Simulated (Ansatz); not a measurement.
## Amorphous W16Si32

A CHGNet melt-quench gave the starting glass, which DFT then relaxed. The hot cell started wider than the set density and was brought back towards it in steps. It is the lowest in DFT energy of 2 quenches. It is a model cell: composition and starting density were chosen by hand, and all elements were melted together. No dispersion term was used.

Level of theory: PBE, scalar-relativistic without spin-orbit coupling (plane waves to 420 eV, PAW; Ansatz, an electronic-structure program). Geometry, pressure, stress and energy are those of the PBE run. Its sampling: a 2×2×2 Γ-centred mesh; Fermi-Dirac width 0.1 eV; no spin polarisation.

| Item | Value |
|---|---|
| Number of atoms in the cell | 48 |
| Density (volume relaxed, without dispersion) | 8.89 g/cm³ |
| Volume per atom | 14.94 Å³ |
| Pressure on a 2×2×2 Γ-centred mesh | 0.06 GPa |
| Largest force and stress component on that mesh (the relaxation ran on one k-point at (1/4, 1/4, 1/4)) | 0.39 eV/Å and 0.7 GPa |
| Energy relative to tetragonal WSi2 (lowest mix at this level among the phases computed, not always the ambient ones) | 0.468 eV/atom |
| Gap on a 2×2×2 Γ-centred mesh (PBE) | within the smearing (under twice its width) |

Neighbours within W-W 3.54 Å, W-Si 3.12 Å, Si-Si 2.70 Å count as bonded.

```yaml
Mean coordination of W: 11.88 (5 with 11, 8 with 12, 3 with 13)
Mean coordination of Si: 7.06 (1 with 4, 3 with 5, 6 with 6, 11 with 7, 5 with 8, 6 with 9)
Mean W-Si bond: 2.643 Å (spread 0.128 Å, 128 counted)
Mean Si-Si bond: 2.531 Å (spread 0.091 Å, 49 counted)
```

Its density started from a set value of 8.82 g/cm³. Cooling (nominally 160 K/ps over its main leg) ran many orders faster than in experiment, which tends to leave more defects and strain. One small periodic cell is one sample of the glass; other quenches scatter about these values. Volume and shape were free in the relaxation. Stress components on the final sampling reach 0.7 GPa. On a 2×2×2 Γ-centred mesh force components of up to 0.39 eV/Å stay, since the relaxation ran on one k-point at (1/4, 1/4, 1/4).
